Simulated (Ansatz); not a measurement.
## CdSe: band gap against strain

CdSe (zinc blende, F-43m, 28.838 Å³/atom at rest, cube axes along x, y and z) under an equal strain ε along all three axes. r2SCAN in Ansatz, a plane-wave DFT program (PAW, default set), 500 eV, 9×9×9 Γ-centred mesh, Fermi-Dirac smearing 0.05 eV; ions are relaxed within the symmetry of each cell. Gaps are the smallest over the k-mesh and a band path, without spin-orbit coupling; in all rows the valence edge lies at Γ and the conduction edge at Γ.

Here s stands for strain and Eg for gap.

| strain (%) | gap (eV) |
|---|---|
| -3.00 | ? |
| -1.50 | 1.141 |
| -1.00 | 1.107 |
| -0.50 | 1.073 |
| 0.00 | 1.040 |
| 0.50 | 1.006 |
| 1.00 | 0.973 |
| 1.50 | 0.939 |

Using a straight line, estimate the missing Eg at s = -3.00 from the other rows, showing the fit.

Means: s 0, Eg 1.0399. About the means, the sum of products is -0.47050 and the sum of squares of s is 7.0000; the slope is their ratio. Least squares gives Eg = 1.0399 - 0.06721·s. Residuals (row less fit): 0.0003, -0.0001, -0.0005, 0.0001, -0.0003, 0.0003, -0.0001; standard error 0.0003 (degrees of freedom: 5). Over these rows the gap moves by -6.7 ± 0.01 eV per unit strain, or -2.2 eV per unit of ln V. At the withheld row, Eg = 1.0399 - 0.06721 × (-3.0) = 1.2415 eV. The calculation gives 1.241 eV, 0.0005 eV below the prediction (0.2 % of the range of Eg in the table). The row lies outside the fitted rows, so this is an extrapolation. The fitted rows scatter only by rounding.

Other structures, which can take over under pressure, weren't tried. CdSe stands in this structure, whereas wurtzite is the usual form. Spin-orbit coupling is left out, which can shift this property for CdSe. Rows are the converged runs of the series near zero and its far end; series whose fitted rows scatter by over a few per cent of the range, as at a crossing or softening among them, aren't shown in this form. Most that stay on the fit to the last digits aren't either.
